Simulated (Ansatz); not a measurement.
The starting structures come from a database of crystals and need not be the phases stable at ambient conditions.

Input:

```
CELL_PARAMETERS angstrom
      4.34202     0.00000     0.00000
      0.00000     4.34202     0.00000
      2.17101     2.17101     3.16238
ATOMIC_POSITIONS crystal
  Cd 0.00000 0.00000 0.00000
  Se 0.25000 0.75000 0.50000
```

The cell is strained (lengths along the current scaled by 1.03, ions clamped); by r2SCAN it stands under a pressure of -1.6 GPa.

Transport runs along the normal of the first two printed cell vectors, the (001) (indices of the unstrained crystal) plane of the conventional cell.

The gap is the functional's own. No spin-orbit coupling. Mid-gap values are those at the computed energy nearest the middle.

**Question.** Compute, with r2SCAN (Ansatz, a program for electronic structure), the band gap and the smallest decay constant κ at mid-gap.

**Answer.** Gap 0.93 eV on a 10×10×10 mesh; κ = 0.079 1/Å, at the zone centre.
